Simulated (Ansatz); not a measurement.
Cell and atoms of amorphous Ti$_{20}$O$_{43}$La$_{2}$:

```yaml
crystal:
  lattice:
    - [9.36889, -0.08524, 0.12684]
    - [-0.08524, 9.12318, 0.21897]
    - [0.12684, 0.21897, 9.58268]
  atoms:
    - { symbol: Ti, position: [0.26480, 0.65163, 0.95301] }
    - { symbol: Ti, position: [0.82444, 0.87829, 0.60056] }
    - { symbol: Ti, position: [0.36402, 0.27750, 0.44270] }
    - { symbol: Ti, position: [0.76872, 0.88836, 0.92880] }
    - { symbol: Ti, position: [0.20671, 0.55808, 0.54282] }
    - { symbol: Ti, position: [0.89890, 0.62703, 0.77309] }
    - { symbol: Ti, position: [0.00632, 0.39734, 0.27436] }
    - { symbol: Ti, position: [0.90020, 0.11033, 0.11207] }
    - { symbol: Ti, position: [0.29253, 0.86569, 0.71423] }
    - { symbol: Ti, position: [0.20591, 0.95064, 0.08420] }
    - { symbol: Ti, position: [0.41841, 0.68709, 0.25149] }
    - { symbol: Ti, position: [0.53761, 0.04514, 0.18268] }
    - { symbol: Ti, position: [0.82094, 0.26215, 0.77963] }
    - { symbol: Ti, position: [0.85155, 0.75265, 0.25596] }
    - { symbol: Ti, position: [0.10286, 0.33263, 0.95956] }
    - { symbol: Ti, position: [0.81012, 0.16970, 0.42571] }
    - { symbol: Ti, position: [0.38102, 0.36330, 0.14054] }
    - { symbol: Ti, position: [0.10523, 0.00118, 0.44634] }
    - { symbol: Ti, position: [0.55054, 0.04345, 0.64072] }
    - { symbol: Ti, position: [0.44346, 0.18625, 0.89541] }
    - { symbol: O, position: [0.82968, 0.10699, 0.93249] }
    - { symbol: O, position: [0.92649, 0.83282, 0.76750] }
    - { symbol: O, position: [0.89940, 0.89741, 0.11104] }
    - { symbol: O, position: [0.45642, 0.45435, 0.30556] }
    - { symbol: O, position: [0.54671, 0.27061, 0.05002] }
    - { symbol: O, position: [0.90965, 0.82306, 0.41564] }
    - { symbol: O, position: [0.35145, 0.43299, 0.57657] }
    - { symbol: O, position: [0.92564, 0.32792, 0.08388] }
    - { symbol: O, position: [0.45173, 0.88325, 0.59461] }
    - { symbol: O, position: [0.40252, 0.19085, 0.26644] }
    - { symbol: O, position: [0.18397, 0.37517, 0.16847] }
    - { symbol: O, position: [0.68351, 0.93138, 0.74908] }
    - { symbol: O, position: [0.31179, 0.67293, 0.40808] }
    - { symbol: O, position: [0.79424, 0.37245, 0.33982] }
    - { symbol: O, position: [0.15958, 0.95151, 0.27202] }
    - { symbol: O, position: [0.30823, 0.32736, 0.92957] }
    - { symbol: O, position: [0.27127, 0.74678, 0.13391] }
    - { symbol: O, position: [0.79918, 0.28944, 0.58971] }
    - { symbol: O, position: [0.67140, 0.66254, 0.27882] }
    - { symbol: O, position: [0.43500, 0.56083, 0.06377] }
    - { symbol: O, position: [0.37635, 0.04460, 0.04394] }
    - { symbol: O, position: [0.93989, 0.05259, 0.55830] }
    - { symbol: O, position: [0.19776, 0.84818, 0.90847] }
    - { symbol: O, position: [0.72661, 0.11050, 0.23610] }
    - { symbol: O, position: [0.10873, 0.44054, 0.42694] }
    - { symbol: O, position: [0.78189, 0.68678, 0.95463] }
    - { symbol: O, position: [0.37053, 0.05717, 0.76610] }
    - { symbol: O, position: [0.05243, 0.57889, 0.66822] }
    - { symbol: O, position: [0.09474, 0.11704, 0.03845] }
    - { symbol: O, position: [0.69318, 0.00382, 0.49519] }
    - { symbol: O, position: [0.33733, 0.67257, 0.77146] }
    - { symbol: O, position: [0.60384, 0.20550, 0.78194] }
    - { symbol: O, position: [0.78487, 0.44304, 0.83499] }
    - { symbol: O, position: [0.22795, 0.14415, 0.49770] }
    - { symbol: O, position: [0.10079, 0.54386, 0.93872] }
    - { symbol: O, position: [0.02053, 0.28300, 0.80327] }
    - { symbol: O, position: [0.94729, 0.58707, 0.21589] }
    - { symbol: O, position: [0.98134, 0.17186, 0.31552] }
    - { symbol: O, position: [0.52955, 0.22207, 0.51465] }
    - { symbol: O, position: [0.61887, 0.93455, 0.03468] }
    - { symbol: O, position: [0.48448, 0.88173, 0.27723] }
    - { symbol: O, position: [0.16411, 0.85792, 0.57731] }
    - { symbol: O, position: [0.77332, 0.66501, 0.62549] }
    - { symbol: La, position: [0.71219, 0.47620, 0.09028] }
    - { symbol: La, position: [0.64122, 0.48621, 0.50347] }
```

Methods: PBE, scalar-relativistic without spin-orbit coupling (Ansatz, an electronic-structure program); r2SCAN, scalar-relativistic without spin-orbit coupling (Ansatz); HSE06, scalar-relativistic without spin-orbit coupling (Ansatz). Neutral PBE cell, which sets geometry, pressure and energy: sampling: a 2×2×2 Γ-centred mesh; Fermi-Dirac width 0.02 eV; no spin polarisation. Exact exchange is cut at the faces of this 9 Å cell, which leaves hybrid gaps a finite-size error.

Preparation: random packing, a CHGNet melt and quench, and a DFT relaxation. O atoms were pushed apart under 1.9 Å during the dynamics, to hinder bonds among them. The hot cell started wider than the set density and was brought back towards it in steps. It is the lowest in DFT energy of 2 quenches. It is a model cell: composition and starting density were chosen by hand, and all elements were melted together. No dispersion term was used. Its density started from a set value of 3.90 and ended at 3.90 g/cm³. The simulated quench (nominally 240 K/ps over its main leg) is rapid and tends to freeze in more defects than a deposited or slowly cooled glass has. A cell of this size samples the disorder only roughly. The volume was held where the preparation left it and the shape relaxed.

### Question
Give the pressure, the energy against reference phases and the spacing of the highest filled and lowest empty levels.

### Answer

The pressure on a 2×2×2 Γ-centred mesh is 0.92 GPa and the largest force and stress component on that mesh (the relaxation ran on the zone centre alone) comes out as 0.09 eV/Å and 0.9 GPa. The energy relative to anatase TiO2 + hexagonal La2O3 (lowest mix at this level among the phases computed, not always the ambient ones) comes out as 0.106 eV/atom and the gap on a 2×2×2 Γ-centred mesh (PBE) comes out as 2.67 eV. The gap at the zone centre (PBE) comes out as 2.77 eV, the gap at the zone centre (r2SCAN) comes out as 3.11 eV and the gap at the zone centre (HSE06) is 4.28 eV. The distance between the nearest levels spread over more than a fifth of the atoms or a third of the atoms of their main element (six at least) (PBE, zone centre) comes out as 2.77 eV.

### Question
At PBE and the zone centre, how localised are the states just below and above the Fermi level (participation number: the atoms over which a state spreads)?

### Answer
The highest filled state is spread over 19.7 atoms' worth, largest on O35, with weights by element (charge in smoothed Voronoi cells) O 0.93, Ti 0.06, La 0.00. The lowest empty state is spread over 11.5 atoms' worth, largest on Ti7, with weights by element (charge in smoothed Voronoi cells) Ti 0.80, O 0.20, La 0.01.

Neighbours within Ti-Ti 3.12 Å, Ti-O 2.54 Å, Ti-La 3.54 Å, O-O 1.58 Å, O-La 3.00 Å, La-La 3.96 Å count as bonded. Two cations that share two anions don't count as bonded, nor two that share one unless they lie closer than Ti-Ti 3.04 Å, Ti-La 3.45 Å, La-La 3.85 Å.

Added carriers, by PBE, scalar-relativistic without spin-orbit coupling (Ansatz) on the zone centre alone. Charged cells keep the cell fixed and stand in a uniform background, with no image correction, at a width of 0.01 eV; where the count is odd the moment is locked at 1 μB, unless the neutral cell bore moments. Each starts from the undistorted neutral geometry alone. PBE's self-interaction favours spread-out carriers, so it can miss traps that a hybrid finds.

### Question
What happens at PBE when the cell takes an extra electron and the atoms relax?

### Answer
Relaxation lowers the charged cell by 0.10 eV. The largest moves are O55 0.08 Å, O37 0.06 Å, Ti11 0.06 Å, O33 0.05 Å. The level that holds the added charge spreads over 9.6 atoms' worth, most on Ti7 (weight 0.23): a partly localised carrier. No bond crosses its cut-off with a change of over 0.15 Å (metal-metal contacts aside). Made neutral again at that geometry, the cell lies +0.14 eV from the neutral start.

### Question
What happens at PBE when the cell takes a hole and the atoms relax?

### Answer
Relaxation lowers the charged cell by 0.18 eV. The largest moves are O48 0.21 Å, O55 0.18 Å, O31 0.15 Å, Ti6 0.15 Å. The level that was emptied spreads over 4.0 atoms' worth, most on O48 (weight 0.41): a localised (trapped) carrier, which neighbours of that atom can share. Bonds formed: Ti6-O55. Made neutral again at that geometry, the cell lies +0.68 eV from the neutral start.
